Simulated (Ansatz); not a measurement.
Take La2S3 (space group P-3m1, No. 164; a hypothetical phase, not in the database extracts checked) as the base.

```
La2S3
1.0
    4.62159     0.00000     0.00000
   -2.31080     4.00241     0.00000
    0.00000     0.00000     6.90649
La S
2 3
Direct
  0.33333   0.66667   0.23706
  0.66667   0.33333   0.76294
  0.00000   0.00000   0.00000
  0.33333   0.66667   0.65108
  0.66667   0.33333   0.34892
```

Cartesian axes are those of the cell as printed.

Level of theory: Kohn–Sham DFT with the PBEsol functional, run in Ansatz (an electronic-structure program) with PAW and 420 eV plane waves, no spin-orbit coupling.

Strains are applied to the cell and any free atomic positions relax; under biaxial strain the out-of-plane vector relaxes too.

One change was made to it. Results:

The pressure (mean of the normal stresses, compression positive) goes from zero to 0.45 GPa; the band gap grows by 0.03 eV (2.11 eV → 2.14 eV); the shortest interatomic distance decreases by 0.012 Å to 2.766 Å.

Question: Which change produced these results?
(A) isotropic strain +3.52 %
(B) biaxial strain −0.87 %, plane normal [001], relaxed out of plane
(C) uniaxial strain ε_zz = +1.21 %
(D) isotropic strain +0.70 %
(E) biaxial strain −2.41 %, plane normal [001], relaxed out of plane

Answer: B, biaxial strain −0.87 %, plane normal [001], relaxed out of plane. For comparison, the pressure in the other runs: biaxial strain −2.41 %, plane normal [001], relaxed out of plane gives 1.36 GPa; isotropic strain +3.52 % gives -5.57 GPa; uniaxial strain ε_zz = +1.21 % gives -0.63 GPa; isotropic strain +0.70 % gives -1.34 GPa.

Stability against distortions was not tested.
